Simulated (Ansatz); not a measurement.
Effect of uniaxial strain ε_zz = −2.25 % on SiO2

Start from SiO$_{2}$ (space group P3_221, No. 154; a = 4.949 Å, c = 5.441 Å). Axes: x lies along a and z along c of the hexagonal cell.

The change: the cell is compressed by 2.25 % along z with no lateral relaxation, atoms relaxed at fixed cell.

Calculations: PBEsol (Ansatz, a first-principles code; PAW; 420 eV plane waves; no spin-orbit coupling). k-mesh 8×8×6 (Γ-centred); smearing 0.05 eV (Fermi–Dirac).

```json
[
 {"quantity": "volume per atom", "base": "12.82 Å³", "changed": "12.54 Å³", "shift": "-0.289 Å³"},
 {"quantity": "space group", "base": "P3_221 (No. 154)", "changed": "P3_221 (No. 154)", "shift": "–"},
 {"quantity": "shortest interatomic distance", "base": "1.619 Å", "changed": "1.619 Å", "shift": "-0.0009 Å"},
 {"quantity": "energy relative to the base (free energy F)", "base": "0 meV/atom", "changed": "+2.0 meV/atom", "shift": "+2.0 meV/atom"},
 {"quantity": "pressure (mean of the normal stresses, compression positive)", "base": "0.01 GPa", "changed": "0.90 GPa", "shift": "+0.89 GPa"},
 {"quantity": "band gap", "base": "5.72 eV", "changed": "5.76 eV", "shift": "+0.04 eV"},
 {"quantity": "gap character", "base": "indirect, K → Γ", "changed": "indirect, K → Γ", "shift": "–"},
 {"quantity": "smallest direct gap", "base": "6.03 eV", "changed": "6.07 eV", "shift": "+0.035 eV"},
 {"quantity": "width of the top valence band", "base": "0.57 eV", "changed": "0.59 eV", "shift": "+0.02 eV"},
 {"quantity": "electron mass", "base": "0.50 mₑ (at Γ)", "changed": "0.49 mₑ (at Γ)", "shift": "–"},
 {"quantity": "largest internal atomic displacement", "base": "–", "changed": "0.047 Å", "shift": "–"},
 {"quantity": "stress (xx, yy, zz, yz, xz, xy; compression positive)", "base": "–", "changed": "(0.25, 0.25, 2.20, 0.00, 0.00, 0.00) GPa", "shift": "–"}
]
```

Cost of the whole job for the changed cell (relaxation, final SCF and bands): very roughly 100 core-seconds.

Effective masses come from finite differences of ±0.01 Å⁻¹. Whether these cells are dynamically stable was not tested.
